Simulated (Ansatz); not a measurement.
We consider HfSiO4 (I4₁/amd, No. 141, 12 atoms in the cell; start mp-4609), described by HSE06+SOC in Ansatz (PAW).

Numerical settings: plane-wave cutoff 460 eV, 6×6×6 k mesh, Fermi–Dirac smearing 0.01 eV, PAW data made under PBE.

Cell (relaxed with PBEsol):

Space group I4₁/amd, origin choice 1 (No. 141); a = b = 6.5824 Å, c = 5.9658 Å, α = β = γ = 90.00°

| atom | site | symmetry | x | y | z |
|---|---|---|---|---|---|
| Hf | 4a | -4m2 | 0.0000 | 0.0000 | 0.0000 |
| Si | 4b | -4m2 | 0.0000 | 0.0000 | 0.5000 |
| O | 16h | .m. | 0.3152 | 0.0000 | 0.0681 |
(The calculation used a cell of 12 atoms; values per cell refer to that cell.)

Q: Estimate the band gap, smallest direct gap on the k points sampled and Γ–Γ gap that the calculation returns.

A: 
* **band gap**: 7.29 eV (indirect)
* **smallest direct gap on the k points sampled**: 7.68 eV
* **Γ–Γ gap**: 7.75 eV

Note: cell and atoms aren't relaxed at this level (largest force component 0.35 eV/Å, pressure -0.5 GPa).

The result took about 60 core-minutes (a rough figure).

A start named mp-… is a Materials Project structure, which need not be a measured phase.

Ansatz is a first-principles code.
